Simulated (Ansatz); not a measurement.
H on the 1x1 (100) surface of fcc Cu, one in a 2x2 cell, started at the site 'hollow Cu-Cu-Cu-Cu over Cu at depth 1.8 Å'

The numbers are results of r2SCAN, at the PBE geometry (plane waves to 500 eV, PAW; Ansatz, a first-principles code), not measurements.

Model: 17-atom slab, 5.3 Å thick at the start under the adsorbate (thin: gaps and levels are the slab's own), 6x6x1 mesh, Fermi-Dirac 0.1 eV, dipole correction, single point; on the structure that PBE left under its start's symmetry; no spin, no spin-orbit, no U, no dispersion correction. At the end it is bonded to 4 Cu. In PBE it is, or lies within 0.03 eV of, the lowest of the starts that converged; the order may differ at this level.

- adsorption energy against ½ H2(g) at the same level = -5.4 kcal/mol
- work function of the top face = 4.54 eV
- change of the work function = -0.002 eV
- change of the step from the bottom to the top vacuum level, against the clean slab = 0.011 eV
- height of the binding atom over the mean of the host atoms within 0.3 Å of the top one = 0.584 Å
- nearest host atoms of the binding atom = Cu at 1.88 Å, Cu at 1.88 Å, Cu at 1.88 Å
- cost = about 3 core-minutes (a rough figure)

A negative adsorption energy means that the adsorbate is more stable on the surface than in its reference.
